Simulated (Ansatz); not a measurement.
**Rb3GaF6 (space group Fm-3m, No. 225; a cell from a computed database, its experimental status unchecked)**

Rb₃GaF₆ is taken in the cubic space group Fm-3m (No. 225), Pearson symbol cF40. Cell: a = 9.0081 Å, b = 9.0081 Å, c = 9.0081 Å, α = 90.00°, β = 90.00°, γ = 90.00°. Rb1 on 8c sees 12 F at 3.205 Å. Rb2 on 4b sees 6 F at 2.610 Å (octahedral). Ga on 4a is coordinated by 6 F at 1.894 Å (octahedral). F on 24e has 1 Ga at 1.894 Å and 1 Rb at 2.610 Å and 4 Rb at 3.205 Å (octahedral). (Neighbours: up to the widest gap in distance over summed covalent radii, below 1.35, at either atom; cation-cation and far metal-metal contacts left out.)
(The calculation used a cell of 10 atoms; values per cell refer to that cell.)

Method: Ansatz (a first-principles code), r2SCAN, PAW, cutoff 500 eV, no spin-orbit coupling. Γ-centred 7×7×7 mesh, Fermi–Dirac width 0.05 eV.

The volume per atom is 18.27 Å³. The density comes out as 4.00 g/cm³. The band gap is 6.85 eV, direct at Γ, the electron mass is 0.49 mₑ and the lowest conduction-band minima above the VBM is Γ 6.85 eV. The total energy is -1849.568 eV/atom (σ→0; compares only within this code and set-up).

Masses are band curvatures over ±0.01 Å⁻¹ around the edge. No phonon test of stability was made.
